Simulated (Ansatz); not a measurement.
Cost and result by functional for the surface energy of the (100) surface of fcc Au in its 1x1 cell (the real clean face reconstructs), outermost plane spacing 2.08 Å in the ideal cut, in Ansatz (plane waves, PAW). Single points on the PBE structure, on one kind of machine; costs are rough ratios of the slab run's core time (references not counted) to the cheapest single point. r2SCAN's cost holds its higher cutoff (500 against 420 eV). Differences are taken against r2SCAN for comparison alone: no measured value is at hand, so the table doesn't rank accuracy.

Model: 6-atom slab, 10.4 Å thick at the start (thin: gaps and levels are the slab's own), 13x13x1 mesh, Fermi-Dirac 0.1 eV, dipole correction, all atoms relaxed; start symmetry kept, larger cells not searched; no spin, no spin-orbit, no U. These notes are the PBE run's.

```tsv
functional	relative cost	surface energy (J/m²)	less r2SCAN (J/m²)
LDA	1	1.40	0.33
RPBE	1	0.64	-0.43
PBEsol	1	1.22	0.15
r2SCAN	2	1.07	0.00
PBE (the relaxed run's value)	–	0.88	-0.20
```

The values span 0.76 J/m², while the single points' costs differ by a factor of roughly 2. Differences are of unrounded values.

Ansatz is a program for electronic structure.
